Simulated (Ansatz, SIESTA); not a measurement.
An Ansatz (a program for electronic structure) input for a self-consistent single point of Al2Cu (I4/mmm, 3 atoms in the cell) (DFT, LDA (PW92), plane waves, default PAW files made with PBE):

Ansatz 0.2 input:
```yaml
# Al2Cu
crystal:
  lattice:
    - [-2.030335, 2.030335, 2.851095]
    - [2.030335, -2.030335, 2.851095]
    - [2.030335, 2.030335, -2.851095]
  atoms:
    - { symbol: Al, position: [0.750000, 0.250000, 0.500000] }
    - { symbol: Al, position: [0.250000, 0.750000, 0.500000] }
    - { symbol: Cu, position: [0.500000, 0.500000, 0.000000] }
kpoints:
  mp_grid:
    grid: [9, 9, 9]
hamiltonian:
  xc: lda
  pseudopotentials:
    kind: paw
scf:
  occupations:
    method: gaussian
    width: 0.05
output:
  forces: true
  eigenvalues: true
  stress: true
```

**Question.** Write the same calculation as an input for SIESTA.

**Answer.** One input that does it (others would too):

```
# files in the folder: Al.psml Cu.psml (PseudoDojo LDA standard)
SystemName  Al2Cu
SystemLabel Al2Cu

NumberOfAtoms                3
NumberOfSpecies              2
%block ChemicalSpeciesLabel
  1 13 Al
  2 29 Cu
%endblock ChemicalSpeciesLabel
LatticeConstant              1.0 Ang
%block LatticeVectors
    -2.030335000    2.030335000    2.851095000
     2.030335000   -2.030335000    2.851095000
     2.030335000    2.030335000   -2.851095000
%endblock LatticeVectors
AtomicCoordinatesFormat      Bohr
%block AtomicCoordinatesAndAtomicSpecies
     0.000000000    3.836777091    2.693894353  1
     3.836777091    0.000000000    2.693894353  1
     0.000000000    0.000000000    5.387788705  2
%endblock AtomicCoordinatesAndAtomicSpecies

XC.functional                LDA
XC.authors                   PW92
PAO.BasisSize                DZP
PAO.EnergyShift              0.005 Ry
MeshCutoff                   400 Ry
%block kgrid.MonkhorstPack
    9   0   0  0.0
    0   9   0  0.0
    0   0   9  0.0
%endblock kgrid.MonkhorstPack
OccupationFunction           MP
OccupationMPOrder            0
ElectronicTemperature        0.05 eV

MaxSCFIterations             150
SCF.Mixer.Method             Pulay
SCF.Mixer.Weight             0.25
SCF.Mixer.History            6
SCF.DM.Tolerance             1.0E-04
Diag.ParallelOverK           true
WriteForces                  true
Charge.Mulliken              end
```

Basis settings and potentials, where a program has them, do not carry over. This input uses DFT, LDA PW92, numerical atomic orbitals DZP, PseudoDojo LDA standard norm-conserving potentials (rewritten from UPF to PSML). LDA parametrisations can differ slightly between programs. Both were run: pressure -3.25 GPa in Ansatz and -3.14 in SIESTA. Ansatz's pressure is the one without its finite-basis correction.

On Ansatz: the starting cell comes from a database of computed structures (which also holds hypothetical and non-ambient phases and stackings), without a prior relaxation at this level. Spin polarisation is off. With a pressure of about -3 GPa the cell is away from its equilibrium volume at this level.

On SIESTA: the starting cell comes from a database of computed structures (which also holds hypothetical and non-ambient phases and stackings), without a prior relaxation at this level. Spin polarisation is off. Values carry the incompleteness of an atom-centred basis. With a pressure of about -3 GPa the cell is away from its equilibrium volume at this level.
